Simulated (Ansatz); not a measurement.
Here is the system:

```xyz
2
Lattice="0.0000 3.0479 3.0479 3.0479 0.0000 3.0479 3.0479 3.0479 0.0000" Properties=species:S:1:pos:R:3 pbc="T T T"
Se     4.5719     4.5719     4.5719
Cd     0.0000     0.0000     0.0000
```

No spin polarisation.

Level of theory: r2SCAN, PAW, 500 eV (Ansatz, an electronic-structure program; scalar-relativistic without spin-orbit coupling). k-mesh 9×9×9 (Γ-centred); smearing 0.05 eV (Fermi–Dirac).

Task: Predict the gap character and band gap.

Result: The gap character is direct at Γ and the band gap is 1.08 eV.

The cells carry an imposed strain or load. No phonon test of stability was made. The cell was made from CdSe in the zinc blende structure (space group F-43m, No. 216) by this change: isotropic strain −0.61 %.
